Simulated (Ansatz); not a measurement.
Base system: BaMoO$_{3}$ in the cubic perovskite structure (space group Pm-3m, No. 221; a = 4.009 Å; a cell from a computed database, its experimental status unchecked). Axes: x, y, z lie along the cube axes.

Calculations: Ansatz (a quantum-chemistry and plane-wave program) PBEsol, no SOC.

It is then changed as follows: every lattice vector is shortened by 1.05 %; the atoms relax in the strained cell.

Predict the stress tensor and what it implies for the stiffness.

Stress of the strained cell less that of the base (GPa, compression positive):
```
    6.7     0.0     0.0
    0.0     6.7     0.0
    0.0     0.0     6.7
```

Then B = −ΔP/(ΔV/V₀) with ΔV/V₀ = -0.0312 gives secant stiffness values (nonlinear terms included at this strain): B ≈ 215 GPa.

As a check, the harmonic strain energy −½ V₀ Δσ:ε is 8.5 meV/atom; the computed energy rise is 8.2 meV/atom.

Stability against distortions was not tested. No Hubbard U is applied, and correlation can decide whether such a compound is a metal. All final runs are without spin polarisation. Many cubic perovskites are stable only at high temperature; tilts and polar distortions were not tested.
